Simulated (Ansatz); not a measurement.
**Response to strain in CuI**

Base system: CuI in the zinc blende structure (space group F-43m, No. 216; a = 6.079 Å).

Strains are applied to the cell and any free atomic positions relax.

The values are results of Ansatz (a quantum-chemistry and plane-wave program) PBE, no SOC, not measurements.

Candidates:
(a) isotropic strain −1.50 %
(b) isotropic strain +2.50 %
(c) isotropic strain +1.00 %
(d) isotropic strain −2.00 %
(e) isotropic strain +2.00 %

Notes on the quantities. energy relative to the base: free energy F.

Order them by energy relative to the base, highest first.

(b) isotropic strain +2.50 % (+17 meV/atom), (d) isotropic strain −2.00 % (+13 meV/atom), (e) isotropic strain +2.00 % (+11 meV/atom), (a) isotropic strain −1.50 % (+7.3 meV/atom), (c) isotropic strain +1.00 % (+3.0 meV/atom)

No phonon test of stability was made. All final runs are without spin polarisation.
